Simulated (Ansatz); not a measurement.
## A computed series for C: pressure series

Consider C in the graphite type structure (space group P6_3/mmc, No. 194; a = 2.4650 Å, c = 6.7305 Å; layered, stacked along the Cartesian z axis).

Cell and atoms are relaxed at each pressure.

The values are results of PBE-D3(BJ), PAW, 420 eV (Ansatz, a program for electronic structure; without spin-orbit coupling), not measurements.

Notes on the quantities. enthalpy: H = E + PV relative to the base's energy.

| case | enthalpy | volume per atom |
|---|---|---|
| base | – | 8.85 Å³ |
| pressure −1 GPa | -0.06 eV/atom | 9.22 Å³ |
| pressure 0.3 GPa | +0.02 eV/atom | 8.78 Å³ |
| pressure 0.7 GPa | +0.04 eV/atom | 8.68 Å³ |
| pressure 1.5 GPa | +0.08 eV/atom | 8.52 Å³ |
| pressure 3 GPa | +0.16 eV/atom | 8.29 Å³ |
| pressure 5 GPa | +0.26 eV/atom | 8.06 Å³ |
| pressure 7.5 GPa | +0.39 eV/atom | … |
| pressure 10 GPa | +0.51 eV/atom | 7.65 Å³ |

Task: What belongs in the blanks?

Result: 
- pressure 7.5 GPa, volume per atom: 7.83 Å³

A case with no gap was solved on a k-mesh chosen for an insulator, which is coarse for it. Load acts through the strain it causes; cell and atoms are relaxed under it. Stability against distortions was not tested. No other phases were tried under pressure.
